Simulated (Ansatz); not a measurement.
Results of PBE-D4 (plane waves, PAW; Ansatz, a quantum-chemistry and plane-wave program) for L1₀ (CuAu-type) CuAu.

Settings: plane-wave cutoff 520 eV, 20×20×16 k mesh (along the axes of the cell as run), Fermi–Dirac smearing 0.05 eV, no spin polarisation, scalar-relativistic PAW data made under PBE.

Equation-of-state points:

| V (Å³/atom) | E − E_lowest (meV/atom) | P (GPa) |
|---|---|---|
| 13.877 | 12.57 | 7.27 |
| 14.166 | 3.01 | 3.41 |
| 14.455 | 0.00 | 0.01 |
| 14.745 | 2.75 | -2.99 |
| 15.034 | 10.57 | -5.62 |

### Question
Fit the third-order Birch–Murnaghan equation and give B0 and B′.

### Answer
V0 = 14.456 Å³/atom, B0 = 159 GPa, B′ = 5.4 (fit to the energies at full precision).

Shape and atoms are relaxed at each volume.

Note: the bulk modulus comes from volumes at which shape and atoms were relaxed.

Spin–orbit coupling is not included; it can shift volumes and moduli of such heavy elements.

Computing time: around 6 core-minutes (rough).
